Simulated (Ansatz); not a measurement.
The boundary is one mirror-built cell; no search for the lowest one was made.

System: Σ19 (331) symmetric tilt boundary in fcc Cu, with one F atom a cell (14.4 Å²) in the boundary; relaxed on a coarser mesh with the in-plane cell held.

Consider the following.

```
Cu44F
1.0
    2.56656     0.00000     0.00000
    1.28328     5.59368     0.00000
    0.00000     0.00000    37.82842
Cu F
44 1
Direct
  0.00647   0.97743   0.02437
  0.69703   0.59680   0.03540
  0.36972   0.25100   0.06341
  0.06305   0.86414   0.08559
  0.74277   0.50446   0.10688
  0.42703   0.13575   0.12875
  0.10517   0.77395   0.15095
  0.78938   0.40553   0.17293
  0.47359   0.03711   0.19491
  0.15780   0.66869   0.21689
  0.84201   0.30026   0.23886
  0.52622   0.93184   0.26084
  0.21043   0.56342   0.28282
  0.89464   0.19500   0.30480
  0.57885   0.82658   0.32678
  0.26306   0.45816   0.34875
  0.94727   0.08974   0.37073
  0.63148   0.72132   0.39271
  0.30926   0.36036   0.41434
  0.99391   0.99117   0.43682
  0.67703   0.62423   0.45897
  0.36184   0.25600   0.47990
  0.04603   0.88646   0.50191
  0.74026   0.50109   0.52395
  0.35080   0.28503   0.57129
  0.66647   0.65610   0.59144
  0.98084   0.02668   0.61693
  0.29467   0.39944   0.63606
  0.61044   0.77029   0.65897
  0.92623   0.13871   0.68094
  0.24202   0.50713   0.70290
  0.55781   0.87555   0.72486
  0.87360   0.24398   0.74683
  0.18939   0.61240   0.76879
  0.50518   0.98082   0.79075
  0.82096   0.34924   0.81272
  0.13675   0.71766   0.83468
  0.45254   0.08608   0.85664
  0.76833   0.45450   0.87861
  0.08412   0.82292   0.90057
  0.39578   0.20276   0.92267
  0.71600   0.56211   0.94685
  0.03104   0.93323   0.96312
  0.34287   0.30670   0.99195
  0.53538   0.93546   0.54931
```

The resistance of the junction is A R = A (h/e²)[1/T − 1/(2N₁) − 1/(2N₂)] a spin, with T the transmission and N₁, N₂ the leads' channels in a cell of area A; the spins conduct in parallel.

Values are means of three energies within 0.05 eV of the Fermi level, on a potential converged at a Fermi-Dirac width of 0.05 eV. Resistances leave out the leads' Sharvin resistance. Spin-orbit coupling is left out.

Q: Give the specific resistance of the junction and the share of channels that pass that PBE in Ansatz (an electronic-structure program) yields.

A: AR = 0.94 × 10⁻¹⁵ Ω m²; 49 % of the channels of the narrower lead pass.
